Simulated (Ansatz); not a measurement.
## Hypothetical zinc blende PbTe, thickness series

The parent structure is PbTe in the zinc blende structure (space group F-43m, No. 216; a = 7.335 Å; a hypothetical phase, not in the database extracts checked). Axes: x, y, z lie along the cube axes.

Free-standing slabs (2 atom(s) a layer) normal to [110] with 15 Å of vacuum; in-plane cell held at bulk.

Levels (all Ansatz, a quantum-chemistry and plane-wave program, PAW): PBE (420 eV, no SOC); r2SCAN (500 eV, scalar-relativistic without spin-orbit coupling).

The base cell above is that of PBE; each level relaxes its own structures.

```
case      band gap, PBE  band gap, r2SCAN
--------  -------------  ----------------
1 layer         0.87 eV               ___
2 layers        1.38 eV               ___
3 layers        0.93 eV           1.14 eV
```

**Question.** What belongs in the blanks?

**Answer.** 
- 1 layer, band gap, r2SCAN: 1.08 eV
- 2 layers, band gap, r2SCAN: 1.61 eV

PBE lies below r2SCAN in every row, by 0.20 eV to 0.23 eV. They put the cases in the same order.

Spin-orbit coupling, missing from the scalar runs, can matter with Pb and Te. No phonon test of stability was made.
